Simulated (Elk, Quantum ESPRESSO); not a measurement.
## Equation of state of fcc Cu (space group 225): energy against volume (Elk, LDA)

```xyz
1
Lattice="0.0000 1.7348 1.7348 1.7348 0.0000 1.7348 1.7348 1.7348 0.0000" Properties=species:S:1:pos:R:3 pbc="T T T"
Cu     0.0000     0.0000     0.0000
```

Level of theory: LDA (PW92), all-electron FP-LAPW, Elk's shipped species files, APW+lo basis with extra local orbitals (Elk). Settings: xctype = 3; rgkmax = 8.55; stype = 3; swidth = 0.00183747 Ha; ngridk = 28 28 28; gmaxvr = 14 1/bohr; nxlo = 2; lorbcnd = true; rmtscf = 0.91; lmaxi = 3; sphere radii = {Cu: 2.184} bohr. The cell above is the first row's. The rows scale it uniformly. In all rows the k mesh is held. E is the free energy at the stated smearing, counted from the lowest row.

| V (Å^3/atom) | E (meV/atom) |
|---|---|
| 10.442 | 8.43 |
| 10.669 | 1.10 |
| 10.896 | 0.00 |
| 11.123 | 4.27 |
| 11.350 | 13.41 |
| 11.577 | 26.59 |
| 11.804 | 43.44 |
| 12.031 | 63.55 |
| 12.258 | ? |

Task: Fit E against V with the third-order Birch-Murnaghan form, a cubic in V^(-2/3), and predict the withheld value at V = 12.258.

Result: With u = V^(-2/3) - 0.200, the rows have u = 0.009320, 0.006340, 0.003464, 0.000687, -0.001998, -0.004595, -0.007108, -0.009542. Least squares gives E = 6.164 - 2944.53·u + 331859·u² + 1083971·u³. Residuals (row less fit): 0.005, -0.011, 0.009, -0.028, 0.047, -0.006, -0.031, 0.015; standard error 0.033 (degrees of freedom: 4). Its minimum lies at u = 0.004344, so V0 = (0.204344)^(-3/2) = 10.83. There d²E/du² = 692000 and d³E/du³ = 6504000, so B0 = (4/9) × 10.83^(-7/3) × 692000 × 0.160218 = 190 GPa (the last factor turns the table's units into GPa), and B0' = 4 + (2/3) × 0.204344 × (6504000)/692000 = 5.3. At the withheld row, u = -0.011901, so E = 6.164 - 2944.53 × (-0.011901) + 331859 × (-0.011901)² + 1083971 × (-0.011901)³ = 86.382 meV/atom. The calculation gives 86.53 meV/atom, 0.148 meV/atom above the prediction (0.2 % of the range of E in the table). The row lies outside the fitted rows, so this is an extrapolation. From the scatter of the fitted rows alone, a prediction at this place has a standard error of 0.081 meV/atom, so the miss is 1.8 times that.

Carrying the step between the two nearest rows on in a straight line would have given 83.66, off by 2.87; series whose last step already gives the withheld value aren't shown. The scan was laid around a cell of about the measured size, scaled by a guess for this functional. A plane-wave scan with the same functional (Quantum ESPRESSO, GBRV) gives V0 = 10.93 Å^3/atom and B0 = 189 GPa; a Birch-Murnaghan fit to all rows here lies -1.0 % from it in V0 and 0 % in B0; the two differ in basis, and may differ in potentials and mesh. Spin polarisation is off. Values depend on the basis (sphere radii, cutoffs, local orbitals), which need not be converged. Sphere radii are the same in all rows. Cutoffs and mesh are single choices, not tested for convergence of this quantity. Series with a scatter that would blur these digits, or in which a gap closes, are not shown. Nor are scans whose minimum lies at an end fitted in this form.
